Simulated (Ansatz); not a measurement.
# Several settings converged on KMgH3 (Pm-3m, 5 atoms in the cell)

```
CELL_PARAMETERS angstrom
      3.96816     0.00000     0.00000
      0.00000     3.96816     0.00000
      0.00000     0.00000     3.96816
ATOMIC_POSITIONS crystal
  K  0.00000 0.00000 0.00000
  Mg 0.50000 0.50000 0.50000
  H  0.50000 0.00000 0.50000
  H  0.00000 0.50000 0.50000
  H  0.50000 0.50000 0.00000
```

Base method: LDA (PW92), default PAW files made with PBE (plane waves; Ansatz, a quantum-chemistry and plane-wave program).

Base settings: basis.ecutwfc = 420 eV; kpoints.mp_grid.grid = 6 6 6; hamiltonian.xc = lda; hamiltonian.pseudopotentials = {kind: paw} (the program's default PAW files); scf.occupations.method = fixed.

**Zone-centre phonons against the mesh**

In this ladder: phonons.method = dfpt; phonons.dielectric = true; phonons.rigid_motions = translations.

Frequencies are those of the unrelaxed cell, without the LO-TO term of polar crystals.

Only quantities that move along the ladder and can be compared are tabulated.

```csv
kpoints.mp_grid.grid,highest zone-centre frequency (cm⁻¹),lowest optical frequency (cm⁻¹)
2 2 2,1182.1,164.8
3 3 3,1197.3,184.3
4 4 4,1197.8,184.2
5 5 5,1198.1,184.3
7 7 7,1198.1,184.3
8 8 8,1198.1,184.3
10 10 10,1198.1,184.3
12 12 12,1198.1,184.3
15 15 15,1198.1,184.3
```

Coarsest kpoints.mp_grid.grid that holds the highest zone-centre frequency within 2 cm⁻¹ of the last step, with all finer ones: 3 3 3; the step before is off by 16 cm⁻¹.

Coarsest kpoints.mp_grid.grid that holds the lowest optical frequency within 1 cm⁻¹ of the last step, with all finer ones: 3 3 3; the step before is off by 20 cm⁻¹.

**The dielectric constant against shifted meshes**

In this ladder: kpoints.mp_grid.shift = 0.5 0.5 0.5; dielectric = true; dielectric.field_mesh = kpoints.

Only quantities that move along the ladder and can be compared are tabulated.

| kpoints.mp_grid.grid | largest Born charge (mean of the diagonal) (e) | mean ε∞ |
|---|---|---|
| 2 2 2 | 1.878 | 3.511 |
| 3 3 3 | 1.870 | 3.696 |
| 4 4 4 | 1.869 | 3.776 |
| 5 5 5 | 1.868 | 3.788 |
| 7 7 7 | 1.868 | 3.792 |
| 8 8 8 | 1.868 | 3.792 |
| 10 10 10 | 1.868 | 3.792 |
| 12 12 12 | 1.868 | 3.792 |
| 15 15 15 | 1.868 | 3.792 |

Coarsest kpoints.mp_grid.grid that holds the largest Born charge (mean of the diagonal) within 0.005 e of the last step, with all finer ones: 3 3 3; the step before is off by 0.010 e.

Coarsest kpoints.mp_grid.grid that holds the mean ε∞ within 0.2 of the last step, with all finer ones: 3 3 3; the step before is off by 0.28.

On the base run: the starting cell comes from a database of computed structures (which also holds hypothetical and non-ambient phases and stackings), without a prior relaxation at this level. Its lattice was rescaled by up to half a per cent.

Keys are those of Ansatz 0.2.
